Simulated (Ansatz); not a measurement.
## What uniaxial strain ε_xx = +0.40 % does to W

Base system: W (space group Pm-3n, No. 223; a = 5.033 Å). Axes: x, y, z lie along the cube axes.

The change: the cell is stretched by 0.40 % along x with no lateral relaxation; the atoms relax in the strained cell.

Calculations: Ansatz (a quantum-chemistry and plane-wave program) PBEsol, no spin-orbit coupling. Settings: 9×9×9 k-points, 0.05 eV Fermi–Dirac smearing.

The volume per atom goes up by 0.06 Å³, from 15.94 Å³ to 16.00 Å³ and the space group goes from Pm-3n (No. 223) to P4_2/mmc (No. 131). The shortest interatomic distance remains 2.517 Å and the energy grows by 0.5 meV/atom. The band gap remains zero and the stress (xx, yy, zz, yz, xz, xy; compression positive) comes out as (-2.4, -0.7, -0.7, 0.0, 0.0, 0.0) GPa (rough).

Without a gap, meshes like the base's 9×9×9 leave anisotropic stresses uncertain by several tenths of a GPa, and small strain energies with them. Whether these cells are dynamically stable was not tested. The final runs are not spin-polarised. This is not the structure that W has at room temperature and ambient pressure.
